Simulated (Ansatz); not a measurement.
Consider GaN in the zinc blende structure (space group F-43m, No. 216).

```
CELL_PARAMETERS angstrom
      0.00000     2.22769     2.22769
      2.22769     0.00000     2.22769
      2.22769     2.22769     0.00000
ATOMIC_POSITIONS crystal
  Ga 0.00000 0.00000 0.00000
  N  0.25000 0.25000 0.25000
```

Cartesian axes are those of the cell as printed.

Calculations: LDA/PAW in Ansatz (a quantum-chemistry and plane-wave program), no SOC.

It is then changed as follows: an isotropic linear strain of +2.00 %; the atoms relax in the strained cell.

Predict the stress tensor and what it implies for the stiffness.

Stress of the strained cell less that of the base (GPa, compression positive):
```
 -10.55    0.00    0.00
   0.00  -10.55    0.00
   0.00    0.00  -10.55
```

Then B = −ΔP/(ΔV/V₀) with ΔV/V₀ = 0.0612 gives secant stiffness values (nonlinear terms included at this strain): B ≈ 172 GPa.

As a check, the harmonic strain energy −½ V₀ Δσ:ε is 22 meV/atom; the computed energy rise is 23 meV/atom.

Whether these cells are dynamically stable was not tested. This is not the structure that GaN has at room temperature and ambient pressure.
